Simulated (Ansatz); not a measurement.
Spacing of the highest filled and lowest empty level at the zone centre in eight small model glasses of hand-chosen composition and density, fast-quenched (anions pushed apart in CHGNet runs), each at its PBE geometry, by PBE and by r2SCAN (Ansatz, a program for electronic structure, plane waves, PAW). The cells are the first eight to finish that balance their formal charges, show no moments and no lower geometry on charging where those were tested, and have a gap at both levels; defect levels can set the spacings.

| cell | quench by | pressure (GPa) | levels at the gap | PBE (eV) | experiment, tabulated (eV) |
|---|---|---|---|---|---|
| Si24O53P2 | CHGNet | 0.3 | localised at the filled edge | 4.73 | - |
| Si24O51Mo | CHGNet | 0.0 | localised at both edges | 1.66 | - |
| Nb16O41H2 | CHGNet | 1.6 | localised at the filled edge | 2.98 | - |
| Hf18O38Ge | CHGNet | 0.0 | localised at the filled edge | 3.26 | - |
| In24O38Hf | CHGNet | -0.6 | localised at the filled edge | 0.44 | - |
| Zr3Hf3Nb3Ta3Mo3W3O45 | CHGNet | 0.0 | localised at both edges | 2.79 | - |
| Si30N41Ga | CHGNet | 1.5 | localised at the filled edge | 1.69 | - |
| Ga24O37Mg | CHGNet | -0.5 | localised at the filled edge | 1.53 | - |

What does r2SCAN give, and how does it move these values against PBE?

Si24O53P2 5.42, Si24O51Mo 1.95, Nb16O41H2 3.36, Hf18O38Ge 3.68, In24O38Hf 0.83, Zr3Hf3Nb3Ta3Mo3W3O45 3.09, Si30N41Ga 2.04, Ga24O37Mg 2.07 eV. It raises them by +0.29 to +0.69 eV, +0.42 eV on average. A straight line through the eight gives r2SCAN = 1.05 × PBE +0.30 eV, with a scatter of 0.11 eV.
